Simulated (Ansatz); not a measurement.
## Mg2Si: response to strain

The parent structure is Mg2Si (space group Fm-3m, No. 225).

```
CELL_PARAMETERS angstrom
      0.00000     3.16305     3.16305
      3.16305     0.00000     3.16305
      3.16305     3.16305     0.00000
ATOMIC_POSITIONS crystal
  Si 0.00000 0.00000 0.00000
  Mg 0.25000 0.25000 0.25000
  Mg 0.75000 0.75000 0.75000
```

Cartesian axes are those of the cell as printed.

Strains are applied to the cell and any free atomic positions relax; under biaxial strain the out-of-plane vector relaxes too; under stress the whole cell relaxes.

Method: PBEsol in Ansatz (plane waves to 420 eV, PAW, scalar-relativistic without spin-orbit coupling).

Notes on the quantities. energy relative to the base: free energy F.

```tsv
variant	band gap	energy relative to the base	space group
base	0.12 eV	0 meV/atom	Fm-3m (No. 225)
biaxial strain +4.14 %, plane normal [111], relaxed out of plane	zero	+27 meV/atom	R-3m (No. 166)
isotropic strain −3.79 %	zero	+53 meV/atom	Fm-3m (No. 225)
isotropic strain −0.34 %	0.10 eV	+0.4 meV/atom	Fm-3m (No. 225)
uniaxial stress, 5 GPa tension along x	zero	+16 meV/atom	I4/mmm (No. 139)
tensor shear ε_xy = −0.46 %	0.08 eV	+0.3 meV/atom	Immm (No. 71)
```

Stability under load was not tested beyond the relaxation. The final runs are not spin-polarised. The zero or small gap of Mg2Si can change with the level of theory.

Ansatz is a quantum-chemistry and plane-wave program.
